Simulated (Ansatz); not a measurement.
## Converging the plane-wave cutoff: Sn (Im-3m, 1 atom in the cell)

```
CELL_PARAMETERS angstrom
     -1.88897     1.88897     1.88897
      1.88897    -1.88897     1.88897
      1.88897     1.88897    -1.88897
ATOMIC_POSITIONS crystal
  Sn 0.00000 0.00000 0.00000
```

Method of the run: LDA (PW92), default PAW files made with PBE (plane waves; Ansatz, an electronic-structure program).

Base settings: basis.ecutwfc = 420 eV; kpoints.mp_grid.grid = 12 12 12; hamiltonian.xc = lda; hamiltonian.pseudopotentials = {kind: paw} (the program's default PAW files); scf.occupations.method = gaussian; scf.occupations.width = 0.1 eV.

The second cell is the first with its lattice scaled by 0.98.

The mesh stays at the base's, so the ladder's end is converged at best in this setting alone.

The first pressure column holds Ansatz's estimate of the finite-basis (Pulay) stress, which hides part of the cutoff error; the other is without it.

Only quantities that move along the ladder and can be compared are tabulated.

The count of work is k-points × plane waves × bands × iterations; it is no time. 

The starting cell comes from a database of computed structures (which also holds hypothetical and non-ambient phases and stackings), without a prior relaxation at this level. Its lattice was rescaled by up to half a per cent. In the base run, with a pressure of about -3 GPa the cell is away from its equilibrium volume at this level.

| basis.ecutwfc | free energy less the last step's (meV/atom) | energy of the compressed cell less the first (meV/atom) | pressure (GPa) | pressure without the Pulay estimate (GPa) | count of work / last |
|---|---|---|---|---|---|
| 145 eV | 48127.92 | -253.57 | -7.24 | -1096.69 | 0.052 |
| 170 eV | 17807.15 | -49.09 | 1.30 | -497.44 | 0.084 |
| 190 eV | 7625.23 | 4.79 | -0.06 | -246.82 | 0.11 |
| 210 eV | 3195.44 | -35.98 | -3.07 | -120.22 | 0.090 |
| 230 eV | 1274.19 | -6.21 | -2.17 | -57.01 | 0.10 |
| 250 eV | 488.25 | -11.64 | -3.27 | -26.74 | 0.11 |
| 295 eV | 46.13 | -16.60 | -3.19 | -6.20 | 0.16 |
| 335 eV | 5.33 | -16.74 | -3.16 | -3.46 | 0.19 |
| 380 eV | 1.88 | -16.80 | -3.17 | -3.20 | 0.23 |
| 420 eV | 1.16 | -16.95 | -3.18 | -3.21 | 0.27 |
| 460 eV | 0.67 | -16.96 | -3.18 | -3.19 | 0.31 |
| 505 eV | 0.51 | -17.00 | -3.18 | -3.19 | 0.34 |
| 565 eV | 0.33 | -17.01 | -3.18 | -3.19 | 0.40 |
| 630 eV | 0.11 | -17.01 | -3.18 | -3.19 | 0.49 |
| 735 eV | 0.03 | -17.01 | -3.19 | -3.19 | 0.61 |
| 840 eV | 0.02 | -17.02 | -3.19 | -3.19 | 0.76 |
| 1010 eV | 0.00 | -17.02 | -3.19 | -3.19 | 1.0 |

Coarsest basis.ecutwfc that holds the pressure without the Pulay estimate within 0.5 GPa of the last step, with all finer ones: 335 eV, at 0.19 of the last step's count of work; the step before is off by 3.0 GPa.

Coarsest basis.ecutwfc that holds the free energy within 1 meV/atom of the last step, with all finer ones: 460 eV, at 0.31 of the last step's count of work; the step before is off by 1.2 meV/atom.

Coarsest basis.ecutwfc that holds the pressure within 0.1 GPa of the last step, with all finer ones: 250 eV, at 0.11 of the last step's count of work; the step before is off by 1.0 GPa.

The energy difference between the two cells stays within 1 meV/atom of the last step's from 295 eV on, the total only from 460 eV on: much of the error is common to both cells and cancels.

At the lowest cutoff the pressure without the Pulay estimate lies 1090 GPa under the last step's, the usual sign of Pulay stress in an incomplete plane-wave basis.

Keys are those of Ansatz 0.2.
